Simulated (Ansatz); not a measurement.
A computed series for Nb: response to strain

The parent structure is Nb in the bcc (W type) structure (space group Im-3m, No. 229; a = 3.3027 Å).

Strains are applied to the cell and any free atomic positions relax.

Level of theory: Ansatz (a first-principles code), r2SCAN, PAW, cutoff 500 eV, without spin-orbit coupling.

Notes on the quantities. energy relative to the base: free energy F.

| isotropic strain (%) | energy relative to the base (meV/atom) |
|---|---|
| -4.66 | 217.6 |
| -1.16 | 12.2 |
| -1.1 | ? |
| 0 | 0.0 |
| 5.95 | 266.2 |

### Question
Fit ΔE = Aε² + Bε³ (ε in %) to the rows shown and predict the withheld row.

### Answer
Least squares on the printed values gives A = 8.92 and B = -0.24 meV/atom (largest residual 0.2 meV/atom); this predicts 11.1 meV/atom, and the run gives 11.0 meV/atom, in agreement.

No phonon test of stability was made. The final runs are not spin-polarised.
